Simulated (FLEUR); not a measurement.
Band structure of Mo (Im-3m, 1 atom in the cell).

```
CELL_PARAMETERS angstrom
     -1.57500     1.57500     1.57500
      1.57500    -1.57500     1.57500
      1.57500     1.57500    -1.57500
ATOMIC_POSITIONS crystal
  Mo 0.00000 0.00000 0.00000
```

Method of the run: PBE, all-electron FLAPW (FLEUR), scalar-relativistic valence.

Settings: Kmax = 4.2 1/bohr; GmaxXC = 14.7 1/bohr; xcFunctional = pbe; jspins = 1; l_soc = F; mode = hist; fermiSmearingEnergy = 0.00183747 Htr; mesh (inpgen div1-3) = 10 10 10; inpgen gamma flag = true; Gmax = 14.7 1/bohr; numbands = 0; maxIterBroyd = 15; imix = Anderson; alpha = 0.05.

The starting cell has typed, rounded lattice constants, without a prior relaxation at this level. Spin polarisation is off. Values depend on the basis (sphere radii, cutoffs, local orbitals), which need not be converged.

Levels in eV from the Fermi level, bands 4 to 11:
```
point       4      5      6      7      8     9    10     11
-----  ------  -----  -----  -----  -----  ----  ----  -----
Γ      -34.64  -7.35  -1.47  -1.47  -1.47  1.55  1.55  14.57
H      -35.61  -5.56  -5.56   3.88   3.88  3.88  8.93   8.93
N      -34.65  -5.44  -3.52   1.50   1.58  2.21  4.65  11.64
P      -35.35  -2.74  -2.74  -2.74   2.34  2.34  9.47  11.52
```
